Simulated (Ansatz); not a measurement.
Cost and result by functional for the ionisation potential of the (111) surface of cubic BaZrO3 in its 1x1 cell (cut with top plane Zr, bottom plane Zr), relaxed from an ideal cut (the real face may reconstruct), outermost plane spacing 1.22 Å in the ideal cut (one of several cuts of this face), with 1 Zr a cell over the bulk's ratio, in Ansatz (plane waves, PAW). Single points on the PBE structure, on one kind of machine; costs are rough ratios of the slab run's core time (references not counted) to the cheapest single point. r2SCAN's cost holds its higher cutoff (500 against 420 eV). Differences are taken against r2SCAN for comparison alone: no measured value is at hand, so the table doesn't rank accuracy.

Set-up: 26 atoms, Ba5O15Zr6, 12.2 Å thick at the start; mesh 5x5x1; 0.025 eV smearing; dipole correction on; all atoms relaxed; held to the start's symmetry, so lower structures may exist; no spin (no spin-polarised run to compare, though such a face may carry moments), no spin-orbit, no U. The slab shows no gap over 0.04 eV on its mesh. These notes are the PBE run's.

```tsv
functional	relative cost	ionisation potential (eV)	less r2SCAN (eV)
LDA	1	7.52	-0.72
PBEsol	1	7.45	-0.79
RPBE	1	7.48	-0.76
r2SCAN	2	8.24	0.00
PBE (the relaxed run's value)	–	7.51	-0.73
```

The values span 0.79 eV, while the single points' costs differ by a factor of roughly 2. Differences are of unrounded values.

Ansatz is an electronic-structure program.
